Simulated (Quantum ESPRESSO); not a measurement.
# Pressure against volume in zinc-blende BeSe (space group 216) (Quantum ESPRESSO, PBEsol)

```
CELL_PARAMETERS angstrom
      0.00000     2.49538     2.49538
      2.49538     0.00000     2.49538
      2.49538     2.49538     0.00000
ATOMIC_POSITIONS crystal
  Be 0.00000 0.00000 0.00000
  Se 0.75000 0.75000 0.75000
```

Method of the run: PBEsol, GBRV 1.5 ultrasoft (PBESOL) pseudopotentials (plane waves; Quantum ESPRESSO). Settings: ecutwfc = 52 Ry; ecutrho = 260 Ry; occupations = smearing; smearing = fermi-dirac; degauss = 0.000734986 Ry; potentials = {Be: be_pbesol_v1.4.uspp.F.UPF, Se: se_pbesol_v1.uspp.F.UPF}; K_POINTS = automatic 11 11 11 0 0 0; conv_thr = 1e-10 Ry. The cell above is the first row's. The rows scale it uniformly. In all rows fractional positions and the k mesh are held.

```
V (Å^3/atom)  P (GPa)
------------  -------
15.539              ?
15.876           5.63
16.214           3.59
16.552           1.74
16.890           0.06
17.228          -1.46
17.565          -2.84
17.903          -4.10
18.241          -5.23
```

Question: Using a cubic, estimate the missing P at V = 15.539 from the other rows, showing the fit.

Answer: With u = V - 17.1, the rows have u = -1.2240, -0.8860, -0.5480, -0.2100, 0.1280, 0.4650, 0.8030, 1.1410. Least squares gives P = -0.904 - 4.4535·u + 0.6478·u² - 0.0607·u³. Residuals (row less fit): 0.001, -0.003, -0.001, 0.000, 0.004, 0.001, -0.006, 0.002; standard error 0.004 (degrees of freedom: 4). The fitted pressure is zero at V0 = 16.90, where dP/dV = -4.716, so B0 = -V0·dP/dV = 79.7 GPa. At the withheld row, u = -1.5610, so P = -0.904 - 4.4535 × (-1.5610) + 0.6478 × (-1.5610)² - 0.0607 × (-1.5610)³ = 7.857 GPa. The calculation gives 7.89 GPa, 0.033 GPa above the prediction (0.3 % of the range of P in the table). The row lies outside the fitted rows, so this is an extrapolation. From the scatter of the fitted rows alone, a prediction at this place has a standard error of 0.011 GPa, so the miss is 3.1 times that.

Carrying the step between the two nearest rows on in a straight line would have given 7.66, off by 0.23; series whose last step already gives the withheld value aren't shown. The scan was laid around a cell of about the measured size, scaled by a guess for this functional. The runs keep the symmetry of the cell, so they don't test it for distortions. Cutoffs and mesh are single choices, not tested for convergence of this quantity. Series with a scatter that would blur these digits, or in which a gap closes, are not shown.

Terms beyond the fitted order, or numerical noise in single rows, can give a miss of this size; the table doesn't tell which.
